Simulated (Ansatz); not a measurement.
The parent structure is MgO in the rock salt structure (space group Fm-3m, No. 225).

```
MgO
1.0
    0.00000     2.10705     2.10705
    2.10705     0.00000     2.10705
    2.10705     2.10705     0.00000
Mg O
1 1
Cartesian
  0.00000   0.00000   0.00000
  2.10705   2.10705   2.10705
```

Cartesian axes are those of the cell as printed.

Method: Kohn–Sham DFT with the PBEsol functional, run in Ansatz (a quantum-chemistry and plane-wave program) with PAW and 420 eV plane waves, no SOC.

Now apply this change: compressive biaxial strain of 1.00 % in the plane normal to [001], as in epitaxy on a mismatched substrate; the out-of-plane cell vector and the atoms relax.

Task: What does the calculation give for the in-plane stress after the change?

Result: The mean in-plane stress (compression positive) is +3.5 GPa.

Task: What does the calculation give for the out-of-plane strain after the change?

Result: The out-of-plane strain is +0.63 %.

No phonon test of stability was made.
